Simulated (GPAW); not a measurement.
Band structure of ZnF2 (P4_2/mnm, 6 atoms in the cell).

```xyz
6
Lattice="4.7693 0.0000 0.0000 0.0000 4.7693 0.0000 0.0000 0.0000 3.1771" Properties=species:S:1:pos:R:3 pbc="T T T"
Zn     2.3846     2.3846     1.5885
Zn     0.0000     0.0000     0.0000
F      3.3235     3.3235     0.0000
F      1.4458     1.4458     0.0000
F      3.8304     0.9389     1.5885
F      0.9389     3.8304     1.5885
```

Level of theory: PBE, GPAW PAW datasets PBE (gpaw-data 1.0.1) (plane waves; GPAW).

Settings: mode = pw; ecut = 950 eV; xc = PBE; kpts = 5 5 7; mesh shift (steps) = 0 0 0; occupations.name = fermi-dirac; occupations.width = 0.02 eV; nbands = -4; convergence.forces = 0.001 eV/Å; convergence.bands = -2; symmetry.symmorphic = false; symmetry.tolerance = 0.0005; maxiter = 120; bandpath_npoints = 40.

The starting cell comes from a database of computed structures (which also holds hypothetical and non-ambient phases and stackings), without a prior relaxation at this level. Its lattice was rescaled by a random factor within 2.5 % of one.

Predict the gap along the standard path and the places of the band edges.

The gap along the path is 3.45 eV, direct at Γ to within 0.01 eV.

Levels in eV from the top of the valence band on the SCF mesh, bands 23 to 30:
```
point     23     24     25     26    27    28     29     30
-----  -----  -----  -----  -----  ----  ----  -----  -----
Γ      -0.98  -0.31  -0.31   0.00  3.45  9.11   9.64   9.64
X      -0.59  -0.59  -0.39  -0.39  6.00  6.00  10.52  10.52
M      -1.11  -1.11  -0.33  -0.33  6.86  6.86   9.17   9.17
Z      -1.22  -1.22  -1.18  -1.18  8.07  8.07  11.77  11.77
R      -1.19  -1.19  -0.04  -0.04  8.54  8.54  10.28  10.28
A      -1.18  -1.18  -0.75  -0.75  7.90  7.90  11.50  11.50
```
